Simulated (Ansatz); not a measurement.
## A computed series for Ta2N: thickness series

Start from Ta₂N in the anti-CdI2 type structure (space group P-3m1, No. 164).

```xyz
3
Lattice="3.0667 0.0000 0.0000 -1.5333 2.6558 0.0000 0.0000 0.0000 4.8845" Properties=species:S:1:pos:R:3 pbc="T T T"
N      0.0000     0.0000     0.0000
Ta     0.0000     1.7705     1.2556
Ta     1.5333     0.8853     3.6289
```

Free-standing slabs (3 atom(s) a layer) normal to the stacking axis with 15 Å of vacuum; in-plane cell relaxed.

Method: r2SCAN+rVV10/PAW in Ansatz (a first-principles code), no spin-orbit coupling.

Notes on the quantities. excess energy per area of both faces: slab less bulk energy over the cell's area: twice a surface energy; uncertain by up to 0.2 J/m².

```tsv
variant	in-plane lattice parameter a	excess energy per area of both faces	shortest interatomic distance	thickness between the outermost nuclei
base	3.067 Å	–	2.171 Å	–
1 layer	3.052 Å	7.06 J/m²	2.125 Å	2.38 Å
2 layers	3.013 Å	7.0 J/m²	2.161 Å	7.50 Å
3 layers	3.044 Å	6.9 J/m²	2.149 Å	12.28 Å
4 layers	3.046 Å	7.0 J/m²	2.154 Å	17.21 Å
```

The excess energy carries the mismatch between the slab's and the bulk's meshes. Stability against distortions was not tested. The final runs are not spin-polarised. An odd electron count without spin: Ta2N.
